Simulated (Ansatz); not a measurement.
The reference is HgSe in the zinc blende structure (space group F-43m, No. 216; a = 6.1333 Å).

Calculations: PBEsol, PAW, 420 eV (Ansatz, a program for electronic structure; without spin-orbit coupling).

It is then changed as follows: full substitution Se → Te; the structure is relaxed again.

Measured lattice parameter a: HgSe 6.085 Å (room temperature; as listed in Cardona et al., arXiv (2009)); HgTe 6.46 Å (room temperature; as listed in R. J. Cava et al., Journal of Materials Chemistry C (2013)).

Problem. How well does PBEsol reproduce the measured shift?

Solution. With PBEsol the lattice parameter a moves by +0.377 Å (6.133 → 6.510) against +0.375 Å measured.

No phonon test of stability was made. All final runs are without spin polarisation.
